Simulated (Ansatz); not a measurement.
## ZrSe2 (model structure, started from the fluorite type, Fm-3m, No. 225, 3 atoms in the cell): formation enthalpy by level of theory

No measured value is used here.

```json
[
 {"level (code)": "PBE (Ansatz)", "value (eV/atom)": "-1.024"},
 {"level (code)": "PBEsol (Ansatz)", "value (eV/atom)": "-1.045"},
 {"level (code)": "PBE-D3(BJ) (Ansatz)", "value (eV/atom)": "-1.044"}
]
```

Each level is taken at its own relaxed cell. Ansatz's density-functional and Hartree–Fock values are scalar-relativistic unless marked +SOC, with PAW data made under PBE.

A model structure was made by putting elements into a prototype or built by hand; it is no filed structure, need not be a known phase, and can be a saddle point held by its symmetry.

Ansatz is a quantum-chemistry and plane-wave program.
